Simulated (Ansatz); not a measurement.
# BP under a change: isotropic strain +1.50 %

The parent structure is BP in the zinc blende structure (space group F-43m, No. 216; a = 4.491 Å).

Perturbation: an isotropic linear strain of +1.50 %, atoms relaxed at fixed cell.

Computed with plane-wave PAW DFT at the LDA level (Ansatz, a first-principles code, 420 eV), spin-orbit coupling left out. Settings: 13×13×13 k-points, 0.05 eV Fermi–Dirac smearing.

The space group is still F-43m (No. 216) and the shortest interatomic distance goes up by 0.0292 Å (1.944 Å → 1.974 Å). The energy goes up by 12 meV/atom and the pressure falls by 7.21 GPa to -7.22 GPa. The band gap goes up by 0.06 eV, from 1.14 eV to 1.20 eV and the gap character remains indirect, Γ → Γ–X (83 % along). The smallest direct gap falls by 0.07 eV (3.43 eV → 3.36 eV) and the mean gap deformation potential ΔEg/Δln V is +1.2 eV. The width of the top valence band falls by 0.26 eV to 5.41 eV and the electron mass becomes 1.2 mₑ along k, 0.23 mₑ across (off the special points) (base: 1.3 mₑ along k, 0.22 mₑ across (off the special points)).

Effective masses come from finite differences of ±0.01 Å⁻¹. Along k means along the line from Γ to the band edge. Stability against distortions was not tested.
